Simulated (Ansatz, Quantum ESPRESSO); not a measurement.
A Quantum ESPRESSO input for a self-consistent single point of Ni3Fe (Pm-3m, 4 atoms in the cell) (DFT, PBE, plane waves, PSlibrary ultrasoft (PBE) pseudopotentials):

```fortran
&CONTROL
    calculation = 'scf',
    prefix = 'ni3fe',
    outdir = './work',
    pseudo_dir = './',
    tprnfor = .true.,
    tstress = .true.,
/
&SYSTEM
    ibrav = 1,
    celldm(1) = 6.644044618,
    nat = 4,
    ntyp = 2,
    ecutwfc = 55,
    ecutrho = 330,
    occupations = 'smearing',
    smearing = 'fermi-dirac',
    degauss = 0.0036749,
    nspin = 2,
    starting_magnetization(1) = 0.375,
    starting_magnetization(2) = 0.050,
/
&ELECTRONS
    conv_thr = 1.0d-9,
    mixing_beta = 0.3,
/
ATOMIC_SPECIES
Fe    55.8450  Fe.pbe-n-rrkjus_psl.1.0.0.UPF
Ni    58.6934  Ni.pbe-n-rrkjus_psl.1.0.0.UPF
ATOMIC_POSITIONS {crystal}
Fe    0.000000000    0.000000000    0.000000000
Ni    0.000000000    0.500000000    0.500000000
Ni    0.500000000    0.000000000    0.500000000
Ni    0.500000000    0.500000000    0.000000000
K_POINTS {automatic}
7 7 7  0 0 0
```

**Question.** Translate this input to Ansatz (a program for electronic structure).

**Answer.** This is the input that was run; spellings and numerical settings could be chosen otherwise.

Ansatz 0.2 input:
```yaml
crystal:
  lattice:
    - [3.515877, 0.000000, 0.000000]
    - [0.000000, 3.515877, 0.000000]
    - [0.000000, 0.000000, 3.515877]
  atoms:
    - { symbol: Fe, position: [0.000000, 0.000000, 0.000000], spin: 3.0 }
    - { symbol: Ni, position: [0.000000, 0.500000, 0.500000], spin: 0.5 }
    - { symbol: Ni, position: [0.500000, 0.000000, 0.500000], spin: 0.5 }
    - { symbol: Ni, position: [0.500000, 0.500000, 0.000000], spin: 0.5 }
kpoints:
  mp_grid: { grid: [7, 7, 7] }
hamiltonian:
  xc: pbe
  pseudopotentials: { kind: paw }
magnetization:
  spin_polarized: true
scf:
  occupations: { method: fermi_dirac, width: 0.05 }
output:
  forces: true
  eigenvalues: true
  stress: true
```

Basis settings and potentials, where a program has them, do not carry over. This input uses DFT, PBE, plane waves, default PAW files. Both were run: pressure 5.80 GPa in Quantum ESPRESSO and 5.38 in Ansatz; size of the net moment 1.22 μB/atom in Quantum ESPRESSO and 1.23 in Ansatz. Ansatz's pressure is the one without its finite-basis correction.

On Quantum ESPRESSO: the starting cell has typed, rounded lattice constants, without a prior relaxation at this level. Its lattice was rescaled by a random factor within 2.5 % of one. For this run, on top of that: lattice scaled by 0.98. The magnetic order is the one reached from the typed start; others were not searched systematically. With a pressure of about 6 GPa the cell is away from its equilibrium volume at this level.

On Ansatz: the starting cell has typed, rounded lattice constants, without a prior relaxation at this level. Its lattice was rescaled by a random factor within 2.5 % of one. For this run, on top of that: lattice scaled by 0.98. The magnetic order is the one reached from the typed start; others were not searched systematically. With a pressure of about 5 GPa the cell is away from its equilibrium volume at this level.
